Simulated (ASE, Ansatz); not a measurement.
One thermal frame of composition Li3Al, cell Li48Al16, first heated far above this temperature, then brought to it, at a temperature that wasn't checked against the liquidus, so perhaps supercooled [in the CHGNet run: it was liquid; mean temperature 706 K (target 720 K); density 0.96 g/cm³, volume +9 % from the start cell's], 720 K, computed in Ansatz (plane waves, PAW) at several levels on the same positions and k-sampling (one point, (1/4, 1/4, 1/4)); no spin polarisation or spin-orbit coupling.

The frame comes from MD with CHGNet (ASE). The base level is PBE (cutoff 420 eV), whose static pressure on this k-sampling is -0.8 GPa. On the run's last frame a denser k-mesh moved the forces by 0.047 eV/Å rms, the static pressure by -0.03 GPa and the free energy by -3 meV/atom, which is about how far such values are converged. That check is the base level's. Differences between levels on one k-sampling err less than the absolute values. Cutoffs of the other levels: 500 eV for r2SCAN, the files' default (420 eV for most) otherwise. Volume per atom 20.72 Å³.

| level | static pressure less the base's (GPa) | rms force change from the base (eV/Å) | cost |
|---|---|---|---|
| PBE | 0 | 0 | (base) |
| r2SCAN | +0.1 | 0.04 | very roughly 70 core-seconds |
| PBEsol | -0.3 | 0.01 | around 15 core-seconds (rough) |
| LDA | [?] | 0.04 | about 14 core-seconds (a rough figure) |

### Question
Fill in the missing entries.

### Answer

- LDA, static pressure less the base's (GPa): -1.2

Ansatz is a first-principles code.
